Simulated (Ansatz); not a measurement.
Data:

```
CSi
1.0
    5.32725     0.00000     0.00000
    0.00000    10.07065     0.00000
    2.66363     0.00000     1.53785
Si C
4 4
Direct
  0.33333   0.93784   0.00000
  0.66667   0.43784   0.00000
  0.00000   0.68789   0.00000
  0.00000   0.18789   0.00000
  0.33333   0.74980   0.00000
  0.66667   0.24980   0.00000
  0.00000   0.50046   0.00000
  0.00000   0.00046   0.00000
```

The cell is taken as given.

Transport runs along the normal of the first two printed cell vectors, the (110) plane of the conventional cell.

No gap correction and no spin-orbit coupling; mid-gap is the computed energy nearest the middle.

Task: Compute, with r2SCAN (Ansatz, an electronic-structure program), the band gap and the smallest decay constant κ at mid-gap.

Result: Gap 2.60 eV on a 20×4×20 mesh; κ = 0.216 1/Å, at the zone centre.
